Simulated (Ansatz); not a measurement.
Start from Mg2Si (space group Fm-3m, No. 225; a = 6.365 Å).

Computed with plane-wave PAW DFT at the PBE level (Ansatz, an electronic-structure program, 420 eV), scalar-relativistic without spin-orbit coupling.

One change was made to it. Results:

| quantity | base | after |
|---|---|---|
| band gap | 0.22 eV | zero |
| volume per atom | 21.49 Å³ | 16.69 Å³ |

### Question
Which change produced these results?
A) pressure −2 GPa
B) pressure −1 GPa
C) pressure 2.1 GPa
D) pressure 22.5 GPa

### Answer
D, pressure 22.5 GPa. For comparison, the band gap in the other runs: pressure −1 GPa gives 0.24 eV; pressure −2 GPa gives 0.26 eV; pressure 2.1 GPa gives 0.17 eV.

The mesh was chosen for an insulator and is coarse for the gapless case. Load acts through the strain it causes; cell and atoms are relaxed under it. No phonon test of stability was made. No other phases were tried under pressure. All final runs are without spin polarisation. A zero or small gap of Mg2Si can be the functional's error rather than a property of the material.
